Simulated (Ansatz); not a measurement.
Output of an Ansatz run (abridged):

```
WARN ansatz: RAYON_NUM_THREADS=1 ignored (pool sized by the plan → 1); use --threads N
Pseudopotentials: kind: paw
Pseudopotential: Cs, paw, valence charge 9
Pseudopotential: Li, paw, valence charge 3
Pseudopotential: Bi, paw, valence charge 15
Pseudopotential: I, paw, valence charge 17
Crystal: 10 atoms, lattice volume = 455.269 Å³
Basis set: ecut = 420 eV, 8873 PW (Γ)
Bands: 83, of which v1, the nominal top of the filled ones, is band 69 counted from 1 (68 counted from 0)
Symmetry: 48 space group operations
Space group: Fm-3m (ITA 225), of the structure as read, at distance tolerance 7.7e-5 Å
k-points: 8 of 64
PAW frozen core: Cs, regenerated for the run's functional, and the local potential with it
PAW frozen core: Bi, regenerated for the run's functional, and the local potential with it
PAW frozen core: I, regenerated for the run's functional, and the local potential with it
Initial density: superposition of atomic densities (neutral atoms: chi_scale 0, normalization atom), corrected by the library's trained network
Initial wavefunctions: pseudopotential atomic-orbital guess
Eigensolver: davidson
Functional: x = slater, c = lda
SCF iter   1: F=—  HF=-67442.516379 eV  |F-HF|=—  |Δ(HF+E_count)|=         —  Δρ=3.87e-3  dr2=4.36e-2  ethr=1.77e-3  ⟨swp⟩=5.6  Hψ=2092  notcnv=0  defer=90
all-band conjugate gradients solve this SCF's bands
preconditioner: auto → Resta (q_TF=auto, 2.236 Å⁻¹)
SCF iter   2: F=—  HF=-67442.505478 eV  |F-HF|=—  |Δ(HF+E_count)|=   1.09e-2  Δρ=1.99e-3  dr2=1.16e-2  ethr=3.16e-5  ⟨swp⟩=3.0  Hψ=1359  notcnv=0  defer=93
SCF iter   3: F=—  HF=-67442.504035 eV  |F-HF|=—  |Δ(HF+E_count)|=   1.44e-3  Δρ=3.26e-4  dr2=6.14e-4  ethr=8.41e-6  ⟨swp⟩=2.0  Hψ=1166  notcnv=0  defer=93
SCF iter   4: F=—  HF=-67442.504059 eV  |F-HF|=—  |Δ(HF+E_count)|=   2.36e-5  Δρ=7.10e-5  dr2=4.28e-5  ethr=4.45e-7  ⟨swp⟩=2.0  Hψ=785  notcnv=0  defer=92
SCF iter   5: F=—  HF=-67442.504248 eV  |F-HF|=—  |Δ(HF+E_count)|=   1.89e-4  Δρ=1.80e-5  dr2=2.65e-6  ethr=3.10e-8  ⟨swp⟩=3.0  Hψ=1147  notcnv=0  defer=88
SCF iter   6: F=—  HF=-67442.504248 eV  |F-HF|=—  |Δ(HF+E_count)|=   2.41e-7  Δρ=6.24e-6  dr2=2.41e-7  ethr=1.92e-9  ⟨swp⟩=3.0  Hψ=1191  notcnv=0  defer=89
SCF iter   7: F=-67442.504248 eV  HF=-67442.504248 eV  |F-HF|=3.09e-8  |Δ(HF+E_count)|=   1.80e-8  Δρ=2.16e-6  dr2=4.02e-8  ethr=7.25e-11  ⟨swp⟩=20.8  Hψ=4550  notcnv=0
SCF 1 converged in 7 iterations: F = -67442.504248 eV  dr2 = 4.02e-8
SCF converged after 7 iterations
Free energy (F): -67442.504248 eV
Harris-Foulkes:  -67442.504248 eV  (|F-HF|=3.09e-8)
Internal energy: -67442.504248 eV  (E = F + TS)
E sigma→0 (E₀):  -67442.504248 eV
Fermi energy:    3.338591 eV
--- Per-component energies (eV) ---
  E_band       = -2831.917664
  E_kinetic    = 1742.210063
  E_local      = -16638.976847  (includes V_loc(G=0)·N_el)
  E_nonlocal   = 83.774565
  E_hartree    = 8014.173697
  E_xc         = -1268.835649
  E_vxc        = -1181.337250  (∫ρ·V_xc dr)
  E_paw        = -48136.833574  (= ΣΔE_a)
  E_vpaw       = -2865.932633  (= ΣTr[D̂ρ^β])
  E_aug_tail   = -0.000084  (compensation charges beyond the density's cutoff)
  E_ewald      = -11243.239936
  E_core_change = 5.223518  (= ΣΔE_core)
  E_smearing   = -0.000000  (= −TS)
  E_closure    = 0.000000  (closes the sum)
  Σ components = -67442.504248   (vs F -67442.504248, Δ=0.00e0)
--- Forces (eV/Å), atoms counted from 1 ---
  atom   1  Cs     0.00000000     0.00000000     0.00000000
  atom   2  Cs     0.00000000     0.00000000    -0.00000000
  atom   3  Li     0.00000000    -0.00000000     0.00000000
  atom   4  Bi    -0.00000000     0.00000000     0.00000000
  atom   5  I     -0.13109457    -0.00000000     0.00000000
  atom   6  I      0.13109457     0.00000000    -0.00000000
  atom   7  I     -0.00000000    -0.13109457     0.00000000
  atom   8  I     -0.00000000     0.13109457    -0.00000000
  atom   9  I      0.00000000     0.00000000    -0.13109457
  atom  10  I     -0.00000000     0.00000000     0.13109457
  max |Σ_I F_I| component: 2.66e-17 eV/Å
--- Stress (GPa, compression-positive) ---
       -2.000594      -0.000000      -0.000000
        0.000000      -2.000594      -0.000000
       -0.000000       0.000000      -2.000594
  P = ⅓ Tr σ = -2.0006 GPa (-20.006 kbar)
  The stress holds the Pulay correction. Without it, at fixed plane waves, as pw.x and ABINIT print it: P = -2.0191 GPa
--- Band table (eV; the first three rows and the last of 8) ---
  k-point 0: bands = ["-41.4677", "-40.1798", "-40.1796", "-40.1796", "-40.1796", "-40.1796", "-40.1796", "-40.1386", "-40.1386", "-40.1386", "-40.1382", "-40.1382", "-40.1382", "-40.1381", "-40.1381", "-40.1381", "-40.1379", "-40.1379", "-40.1379", [...]
  k-point 1: bands = ["-41.4677", "-40.1798", "-40.1796", "-40.1796", "-40.1796", "-40.1796", "-40.1796", "-40.1385", "-40.1385", "-40.1385", "-40.1383", "-40.1382", "-40.1382", "-40.1382", "-40.1382", "-40.1381", "-40.1379", "-40.1379", "-40.1379", [...]
  k-point 2: bands = ["-41.4677", "-40.1798", "-40.1796", "-40.1796", "-40.1796", "-40.1796", "-40.1796", "-40.1384", "-40.1384", "-40.1384", "-40.1384", "-40.1383", "-40.1383", "-40.1381", "-40.1381", "-40.1380", "-40.1380", "-40.1380", "-40.1380", [...]
  k-point 7: bands = ["-41.4677", "-40.1797", "-40.1796", "-40.1796", "-40.1796", "-40.1796", "-40.1796", "-40.1385", "-40.1385", "-40.1382", "-40.1382", "-40.1382", "-40.1382", "-40.1382", "-40.1382", "-40.1382", "-40.1382", "-40.1380", "-40.1380", [...]
```

The structure:

```xyz
10
Lattice="0.0000 6.1059 6.1059 6.1059 0.0000 6.1059 6.1059 6.1059 0.0000" Properties=species:S:1:pos:R:3 pbc="T T T"
Cs     9.1588     9.1588     9.1588
Cs     3.0529     3.0529     3.0529
Li     6.1059     6.1059     6.1059
Bi     0.0000     0.0000     0.0000
I      3.0924     6.1059     6.1059
I      9.1193     6.1059     6.1059
I      6.1059     3.0924     6.1059
I      6.1059     9.1193     6.1059
I      6.1059     6.1059     3.0924
I      6.1059     6.1059     9.1193
```

Task: What input produced this log?

Result: Other spellings and defaults could give the same log, and not every line can be read from it. The input that was run (DFT, LDA (PW92), plane waves, default PAW files made with PBE):

Ansatz 0.2 input:
```yaml
crystal:
  lattice:
    - [0.00000000, 6.10585000, 6.10585000]
    - [6.10585000, 0.00000000, 6.10585000]
    - [6.10585000, 6.10585000, 0.00000000]
  atoms:
    - { symbol: Cs, position: [0.75000000, 0.75000000, 0.75000000] }
    - { symbol: Cs, position: [0.25000000, 0.25000000, 0.25000000] }
    - { symbol: Li, position: [0.50000000, 0.50000000, 0.50000000] }
    - { symbol: Bi, position: [0.00000000, 0.00000000, 0.00000000] }
    - { symbol: I, position: [0.74677000, 0.25323000, 0.25323000] }
    - { symbol: I, position: [0.25323000, 0.74677000, 0.74677000] }
    - { symbol: I, position: [0.25323000, 0.74677000, 0.25323000] }
    - { symbol: I, position: [0.74677000, 0.25323000, 0.74677000] }
    - { symbol: I, position: [0.25323000, 0.25323000, 0.74677000] }
    - { symbol: I, position: [0.74677000, 0.74677000, 0.25323000] }
basis:
  ecutwfc: 420.0
kpoints:
  mp_grid:
    grid: [4, 4, 4]
hamiltonian:
  xc: lda
  pseudopotentials:
    kind: paw
scf:
  occupations:
    method: fixed
output:
  forces: true
  eigenvalues: true
  stress: true
```

The starting cell comes from a database of computed structures (which also holds hypothetical and non-ambient phases and stackings), without a prior relaxation at this level. Spin-orbit coupling is off. Ansatz's pressure includes its estimate of the finite-basis (Pulay) stress.

Ansatz is a first-principles code.
